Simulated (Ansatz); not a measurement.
# Effect of pressure 9 GPa on Nb

Start from Nb in the bcc (W type) structure (space group Im-3m, No. 229; a = 3.2713 Å).

Modification: cell and atoms relaxed at a pressure of 9 GPa.

Level of theory: PBEsol/PAW in Ansatz (a quantum-chemistry and plane-wave program), spin-orbit coupling left out. k-mesh 20×20×20 (Γ-centred); smearing 0.05 eV (Fermi–Dirac).

- Volume per atom: 16.73 Å³ (base 17.50 Å³)
- Density: 9.22 g/cm³ (base 8.81 g/cm³)
- Lattice parameter a: 6.089 bohr (base 6.182 bohr)
- Shortest interatomic distance: 5.273 bohr (base 5.354 bohr)
- Enthalpy H = E + PV relative to the base's energy: +0.96 eV/atom
- Band gap: zero (base zero)

Cost of the whole job for the changed cell (relaxation, final SCF and bands): roughly 19 core-seconds.

Load acts through the strain it causes; cell and atoms are relaxed under it. No phonon test of stability was made. No other phases were tried under pressure. All final runs are without spin polarisation.
